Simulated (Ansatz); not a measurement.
**NbRu (model structure, Fm-3m, No. 225, 2 atoms in the cell)**

Method: r²SCAN (plane waves, PAW; Ansatz, a first-principles code).

Settings: plane-wave cutoff 560 eV, 20×20×20 k mesh, Fermi–Dirac smearing 0.05 eV, no spin polarisation, scalar-relativistic PAW data made under PBE.

Cell (relaxed at this level):

```
NbRu
1.0
    0.00000     2.58154     2.58154
    2.58154     0.00000     2.58154
    2.58154     2.58154     0.00000
Ru Nb
1 1
Direct
  0.00000   0.00000   0.00000
  0.50000   0.50000   0.50000
```

- bulk modulus B0: 201 GPa

Note: the run has no spin polarisation, so it can have missed a magnetic state; the bulk modulus is −V dP/dV from two relaxed cells at ±2 % in volume; the relaxation could raise the start's symmetry but not lower it, so the cell can be a saddle point.

The result took around 90 core-seconds (rough).

A model structure was made by putting elements into a prototype or built by hand; it is no filed structure, need not be a known phase, and can be a saddle point held by its symmetry.
